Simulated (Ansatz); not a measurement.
Where the default PAW files enter, the runs use the earlier of Ansatz's two default sets.

Input:

```
C
1.0
    2.50330     0.00000     0.00000
    0.00000     4.16897     0.00000
    1.25165     0.00000     2.16792
C
4
Direct
  0.33333   0.93719   0.33333
  0.66667   0.06281   0.66667
  0.66667   0.43719   0.66667
  0.33333   0.56281   0.33333
```

Space group of this cell: P6_3/mmc. The cell is taken as given.

All values below come from r2SCAN (plane waves, PAW; Ansatz, a program for electronic structure).

The current runs along the normal of the first two printed vectors; no spin-orbit coupling. Scaled by the factor s: all lengths (ions clamped). Meshes 14×8×14 and 12×8 across the current in all rows.

| s | mean pressure (GPa) | band gap (eV) |
|---|---|---|
| 0.98 | 30.4 | ? |
| 1.00 | -0.1 | 3.71 |
| 1.02 | -24.0 | 3.88 |

Q: Take the slope of the band gap against ln s from the two given rows, extrapolate to s = 0.98, and say what the run there gives.

A: Slope = (3.88 − 3.71) / ln 1.02 = 8.58 eV. The line gives 3.71 + (8.58) × ln 0.98 = 3.54 eV. The run gives 3.51 eV, 0.03 eV under the line, 15 % of the predicted step.
